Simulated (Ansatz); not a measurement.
Worked calculations on one periodic cell of amorphous Ti20O41Zn: Ti20O41Zn, 62 atoms, volume 761.4 Å³, made by a melt-quench on the CHGNet potential and relaxed with DFT. O atoms were pushed apart under 1.9 Å during the dynamics, to hinder bonds among them. It is a model cell: composition and starting density were chosen by hand, and all elements were melted together. Cycles of charging were run to anneal it. The numbers are results of PBE, scalar-relativistic without spin-orbit coupling (plane waves to 420 eV, PAW; Ansatz, an electronic-structure program), not measurements. Sampling: a 2×2×2 Γ-centred mesh; Fermi-Dirac width 0.02 eV; no spin polarisation. Its volume was held where the quench left it, its shape was free, and it stands at a mean pressure of 1.6 GPa with stress components up to 1.8 GPa; the relaxation ran on the zone centre alone. Its density went from a set 3.66 to 3.66 g/cm³. The cell is small and was quenched far faster than a real film, so it is one sample of the glass.

Task: Count formal charges (Ti +4, O -2, Zn +2). What does the count lead one to expect at the Fermi level, and what does the calculation give?

Result: 20 × (+4) + 41 × (-2) + 1 × (+2) = 0. The charges balance, so the anion-derived valence states can be full and a gap can open. On this mesh the highest filled and lowest empty level lie 2.62 eV apart, the PBE gap of this cell, with a localised state at one edge or both.

Four energies for an added electron at PBE on the zone centre alone (charged cells in a uniform background, spin-polarised): neutral at the neutral geometry -76654.580 eV; charged at the neutral geometry -76645.475 eV; charged and relaxed -76645.584 eV; neutral at the charged geometry -76654.396 eV.

Task: Find the two relaxation energies and their sum, the reorganisation energy.

Result: On charging: -76645.475 − (-76645.584) = 0.109 eV. On discharging: -76654.396 − (-76654.580) = 0.184 eV. The sum is 0.293 eV. The carrier's level spreads over 9 of the 62 atoms' worth, so it counts as partly localised, most on one Ti atom with neighbours O 1.83 Å, O 1.88 Å, O 1.98 Å, O 1.98 Å, O 2.23 Å, O 2.23 Å (neutral geometry). The values are uncorrected: the image energy of a point charge in this cell, 2.84 × 14.40 / (2 × 9.1) = 2.2 eV before screening, is screened by electrons alone at the fixed geometry and by ions too after relaxing, and the carrier can be spread before it relaxes, so each term can be off by up to that value times 1/ε∞, some tenths of an eV. PBE's self-interaction favours spread-out carriers, so a hybrid can localise more.

Four energies for a hole at PBE on the zone centre alone (charged cells in a uniform background, spin-polarised): neutral at the neutral geometry -76654.580 eV; charged at the neutral geometry -76660.847 eV; charged and relaxed -76661.028 eV; neutral at the charged geometry -76654.101 eV.

Task: Find the two relaxation energies and their sum, the reorganisation energy.

Result: On charging: -76660.847 − (-76661.028) = 0.181 eV. On discharging: -76654.101 − (-76654.580) = 0.479 eV. The sum is 0.660 eV. The carrier's level spreads over 5 of the 62 atoms' worth, so it counts as localised, most on one O atom with neighbours Ti 1.89 Å, Ti 1.90 Å, Ti 2.06 Å (neutral geometry). The values are uncorrected: the image energy of a point charge in this cell, 2.84 × 14.40 / (2 × 9.1) = 2.2 eV before screening, is screened by electrons alone at the fixed geometry and by ions too after relaxing, and the carrier can be spread before it relaxes, so each term can be off by up to that value times 1/ε∞, some tenths of an eV. PBE's self-interaction favours spread-out carriers, so a hybrid can localise more.
